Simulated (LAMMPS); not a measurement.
Crystal growth and melting at the (001) interface of Si (diamond structure) with its melt.

Model: classical MD, pair style meam/spline, file Si_2.meam.spline (LAMMPS).

| T (K) | speed | direction |
|---|---|---|
| 1520 | 10.0 ± 0.5 m/s | the crystal grows |
| 1600 | 25 ± 1 m/s | the crystal grows |
| 1690 | 35 ± 2 m/s | the crystal grows |

Measured melting point: 1687 K (Wikipedia, Melting points of the elements (data page)).

Errors shown are sampling errors alone.
